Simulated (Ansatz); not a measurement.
The parent structure is CsSnI3 in the cubic perovskite structure (space group Pm-3m, No. 221; a = 6.2244 Å). Axes: x, y, z lie along the cube axes.

All numbers come from r2SCAN (Ansatz, a program for electronic structure, PAW, no spin-orbit coupling).

Base values:

* **Valley order**: R along ⟨111⟩ 0.46 eV
* **Hole mass**: 0.042 mₑ (at R)

One thing is altered: tensile biaxial strain of 1.55 % in the plane normal to [111], as in epitaxy on a mismatched substrate; the out-of-plane cell vector and the atoms relax.

Question: What does the calculation give for the valley order, hole mass, in-plane stress and ratio −ε⊥/ε∥ after the change?

Answer: The valley order (the lowest conduction-band minima on the path, energy above the VBM, named in the base's zone) becomes R along [111] 0.48 eV; M along [110] 0.93 eV (base: R along ⟨111⟩ 0.46 eV); the hole mass becomes 0.049 mₑ (at R) (base: 0.042 mₑ (at R)); the mean in-plane stress (compression positive) comes out as -0.3 GPa; the ratio −ε⊥/ε∥ amounts to 1.12.

Spin-orbit coupling, missing from the scalar runs, can matter with I. The levels and masses belong to the bands next to the band gap. Effective masses come from finite differences of ±0.01 Å⁻¹. Stability against distortions was not tested. Many cubic perovskites are stable only at high temperature; tilts and polar distortions were not tested.
